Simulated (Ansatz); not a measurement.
The reference is ZrO2 in the fluorite structure (space group Fm-3m, No. 225; a = 5.089 Å). Axes: x, y, z lie along the cube axes.

All numbers come from plane-wave PAW DFT at the r2SCAN level (Ansatz, a first-principles code, 500 eV), spin-orbit coupling left out, earlier PAW set.

Before the change:

The smallest direct gap comes out as 4.29 eV and the band gap comes out as 3.89 eV.

Modification: uniaxial stress, 0.5 GPa tension along x; all other stress components relax to zero.

Q: What happens to the strain response?

A: The strain response (xx, yy, zz) comes out as (+0.09, −0.02, −0.02) %.

Q: What does the calculation give for the energy relative to the base after the change?

A: The energy hardly moves.

Q: How does this affect the smallest direct gap?

A: The smallest direct gap hardly moves (4.29 eV against 4.28 eV).

Q: Estimate the effect on the band gap.

A: The band gap decreases by 0.011 eV (3.89 eV → 3.87 eV).

Beyond what the load breaks, stability against distortions was not tested. This is not the structure that ZrO2 has at room temperature and ambient pressure.
